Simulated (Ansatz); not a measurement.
Take CuAu (space group P4/mmm, No. 123; a = 2.869 Å, c = 3.645 Å; relaxed with 0.1 eV smearing) as the base.

Computed with PBE (Ansatz, a quantum-chemistry and plane-wave program, PAW, spin-orbit coupling left out).

Before the change:

| Quantity | Result |
|---|---|
| Pressure | 0.0 GPa |
| Band gap | zero |

Now apply this change: an isotropic linear strain of +2.00 %, atoms relaxed at fixed cell.

**Question.** What happens to the pressure?

**Answer.** The pressure (mean of the normal stresses, compression positive) goes from zero to -7.1 GPa.

**Question.** Estimate the effect on the energy relative to the base.

**Answer.** The energy increases by 22 meV/atom.

**Question.** How does this affect the band gap?

**Answer.** The band gap is still zero.

Whether these cells are dynamically stable was not tested. All final runs are without spin polarisation.
